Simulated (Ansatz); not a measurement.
**A computed series for Ti: response to strain**

The reference is Ti in the hcp (Mg type) structure (space group P6_3/mmc, No. 194; relaxed with 0.1 eV smearing).

```
Ti
1.0
    2.93639     0.00000     0.00000
   -1.46820     2.54299     0.00000
    0.00000     0.00000     4.64022
Ti
2
Cartesian
  1.46820   0.84766   3.48016
  0.00000   1.69533   1.16005
```

Cartesian axes are those of the cell as printed.

Strains are applied to the cell and any free atomic positions relax; under biaxial strain the out-of-plane vector relaxes too.

The values are results of r2SCAN/PAW in Ansatz (a program for electronic structure), scalar-relativistic without spin-orbit coupling, not measurements.

Candidates:
(a) biaxial strain +1.50 %, plane normal [001], relaxed out of plane
(b) biaxial strain +2.50 %, plane normal [001], relaxed out of plane
(c) biaxial strain +0.50 %, plane normal [001], relaxed out of plane

Order them by out-of-plane strain, highest first.

(c) biaxial strain +0.50 %, plane normal [001], relaxed out of plane (-0.38 %), (a) biaxial strain +1.50 %, plane normal [001], relaxed out of plane (-1.14 %), (b) biaxial strain +2.50 %, plane normal [001], relaxed out of plane (-1.91 %)

Whether these cells are dynamically stable was not tested. The final runs are not spin-polarised.
